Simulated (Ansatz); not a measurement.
Start from Al$_{2}$Cu (space group I4/mcm, No. 140).

```
CELL_PARAMETERS angstrom
     -3.00291     3.00291     2.39485
      3.00291    -3.00291     2.39485
      3.00291     3.00291    -2.39485
ATOMIC_POSITIONS crystal
  Al 0.65905 0.15905 0.81810
  Al 0.84095 0.65905 0.50000
  Al 0.15905 0.34095 0.50000
  Al 0.34095 0.84095 0.18190
  Cu 0.25000 0.25000 0.00000
  Cu 0.75000 0.75000 0.00000
```

All numbers come from r2SCAN (Ansatz, a first-principles code, PAW, spin-orbit coupling left out).

One change was made to it. Results:

```csv
quantity,base,after
lattice parameter a,11.349 bohr,11.203 bohr
c/a ratio,0.798,0.797
```

Which of these changes matches the shifts?
A) pressure 0.3 GPa
B) pressure 10 GPa
C) pressure 5 GPa
D) pressure −1 GPa
E) pressure 0.7 GPa

C, pressure 5 GPa. For comparison, the lattice parameter a in the other runs: pressure 10 GPa gives 11.078 bohr; pressure −1 GPa gives 11.382 bohr; pressure 0.3 GPa gives 11.340 bohr; pressure 0.7 GPa gives 11.327 bohr.

Load acts through the strain it causes; cell and atoms are relaxed under it. Stability against distortions was not tested. Competing high-pressure phases were not computed. All final runs are without spin polarisation.
